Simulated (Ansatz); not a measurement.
Worked example: relaxation of cell and atoms of AgAu3 (Pm-3m, 4 atoms in the cell) in Ansatz (an electronic-structure program).

Method of the run: LDA (PW92), PAW files made with PBE (plane waves; Ansatz).

```yaml
crystal:
  lattice:
    - [4.12163, 0.00000, 0.00000]
    - [0.00000, 4.12163, 0.00000]
    - [0.00000, 0.00000, 4.12163]
  atoms:
    - { symbol: Ag, position: [0.50000, 0.50000, 0.50000] }
    - { symbol: Au, position: [0.50000, 0.00000, 0.00000] }
    - { symbol: Au, position: [0.00000, 0.50000, 0.00000] }
    - { symbol: Au, position: [0.00000, 0.00000, 0.50000] }
```

Reference input (self-consistent single point, DFT, LDA (PW92), plane waves, PAW files made with PBE): basis.ecutwfc = 420 eV; kpoints.mp_grid.grid = 6 6 6; hamiltonian.xc = lda; hamiltonian.pseudopotentials = {kind: paw} (the program's default PAW files); scf.occupations.method = fermi_dirac; scf.occupations.width = 0.1 eV. This run's input differs from it in these lines:

```diff
@@ -19,2 +19,4 @@
   occupations: { method: fermi_dirac, width: 0.1 eV }
+relax:
+  cell: {}
 output:
```

Log, with long lists cut:

```
   [... SCF lines of the steps left out ...]
relax step   1: F+E_penalty+E_count = -46057.40496154 eV  Δ(F+E_penalty+E_count) = +0.000e0 eV  max|allowed force component| = 1.704e-28 eV/Å  Δτ_max = 0.0000 Å  P = -9.712 GPa  Ω = 70.018 Å³  (10 SCF iters, dr2 threshold 1.00e-7 eV, accepted)
relax step   2: F+E_penalty+E_count = -46057.24844010 eV  Δ(F+E_penalty+E_count) = +1.565e-1 eV  max|allowed force component| = 7.560e-30 eV/Å  Δτ_max = 0.0000 Å  P = +19.751 GPa  Ω = 60.269 Å³  energy of the carried Pulay correction = +2.835e-3 eV  [...]
   [... lines left out ...]
relax step   4: F+E_penalty+E_count = -46057.54865134 eV  Δ(F+E_penalty+E_count) = -5.949e-3 eV  max|allowed force component| = 4.996e-30 eV/Å  Δτ_max = 0.0000 Å  P = -0.044 GPa  Ω = 65.664 Å³  energy of the carried Pulay correction = +1.216e-3 eV  [...]
relax step   5: F+E_penalty+E_count = -46057.54731204 eV  Δ(F+E_penalty+E_count) = +1.339e-3 eV  max|allowed force component| = 1.223e-29 eV/Å  Δτ_max = 0.0000 Å  P = -0.039 GPa  Ω = 65.664 Å³  stress off target by 3.94e-2 GPa  SCF on the basis [...]
basis re-selected at this cell: Δ(F+E_penalty+E_count) = +1.339e-3 eV, ΔP = +0.005 GPa vs the last step
the relaxation is at rest under the 48 symmetry operations that the run kept from its start: a minimum is not shown …
Free energy (F): -46057.547312 eV
Internal energy: -46057.498095 eV  (E = F + TS)
E sigma→0 (E₀):  -46057.522704 eV
Entropy (-TS):   -0.049217 eV (-12.304 meV/atom)
Fermi energy:    20.329281 eV
--- Forces (eV/Å), atoms counted from 1 ---
  atom   1  Ag    -0.00000000     0.00000000     0.00000000
   [... zero for the other atoms too ...]
   [... lines left out ...]
  cell:  # Å, volume = 65.6640 Å³
   [... lines left out ...]
    - [5.456801509097168e-34, 4.034370854117245, 0.0]
    - [1.925929944387236e-34, 0.0, 4.034370854117245]
  atoms:
    - { symbol: Ag, position: [0.5, 0.5, 0.5] }
    - { symbol: Au, position: [0.5, -3.8070860530553235e-47, 1.0629585252036662e-47] }
    - { symbol: Au, position: [-1.9103853041854978e-46, 0.5, 1.0624577414797189e-47] }
    - { symbol: Au, position: [-1.7673923921955653e-46, 2.213453628082747e-47, 0.5] }
```

The run converged. 

Summary of the result:
* **Free energy E − TS (on the zero of these files)**: -46057.5473 eV
* **Fermi level (on the code's own zero)**: 20.33 eV
* **Pressure**: -0.04 GPa
* **Final cell**: a = b = c = 4.034 Å, α = β = γ = 90.00°
* **Final volume per atom**: 16.42 Å³
* **Relaxation steps**: 5

The starting cell comes from a database of computed structures (which also holds hypothetical and non-ambient phases and stackings), without a prior relaxation at this level. The relaxation keeps the symmetry of its start, so its end need not be a minimum. Ansatz's pressure includes its estimate of the finite-basis (Pulay) stress.

Keys are those of Ansatz 0.2.
